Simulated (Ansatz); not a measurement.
Consider TiC in the rock salt structure (space group Fm-3m, No. 225; a = 4.293 Å).

All numbers come from Kohn–Sham DFT with the PBEsol functional, run in Ansatz (a program for electronic structure) with PAW and 420 eV plane waves, no spin-orbit coupling.

For the base:

| Quantity | Result |
|---|---|
| Volume per atom | 9.89 Å³ |

It is then changed as follows: a hydrostatic pressure of 0.9 GPa.

Task: What happens to the volume per atom?

Result: The volume per atom decreases by 0.03 Å³, from 9.89 Å³ to 9.86 Å³.

Load acts through the strain it causes; cell and atoms are relaxed under it. Stability against distortions was not tested. All final runs are without spin polarisation.
